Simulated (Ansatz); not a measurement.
Start from Ge in the diamond structure (space group Fd-3m, No. 227; a = 5.674 Å). Axes: x, y, z lie along the cube axes.

Structures relaxed with r2SCAN (Ansatz, a program for electronic structure; PAW; 500 eV plane waves; without spin-orbit coupling).

Base:

Simulated powder pattern, Cu Kα1, λ = 1.54056 Å (kinematic, ideal powder, no thermal factors, no anomalous dispersion; the 10 strongest lines at most, above 2 %, up to 2θ = 90°):

| 2θ (°) | I/Imax (%) | hkl |
|---|---|---|
| 27.20 | 100 | (111) |
| 45.16 | 75 | (220) |
| 53.52 | 45 | (311) |
| 65.77 | 12 | (400) |
| 72.56 | 18 | (331) |
| 83.37 | 24 | (422) |
| 89.72 | 14 | (333) |

Modification: uniaxial strain ε_zz = +1.00 %, all other strain components held at zero, atoms relaxed at fixed cell.

After the change:

Simulated powder pattern, Cu Kα1, λ = 1.54056 Å (kinematic, ideal powder, no thermal factors, no anomalous dispersion; the 10 strongest lines at most, above 2 %, up to 2θ = 90°):

```csv
2θ (°),I/Imax (%),hkl
27.11,100,(111)
44.92,50,(202)
45.16,25,(220)
53.05,15,(113)
53.46,30,(311)
65.77,7.9,(400)
72.16,12,(313)
82.70,8.1,(224)
83.20,16,(422)
89.68,6.8,(511)
```

The indices refer to the base's conventional cell; one index is shown for lines that coincide. The space group is now I4_1/amd (No. 141).

Stability against distortions was not tested.
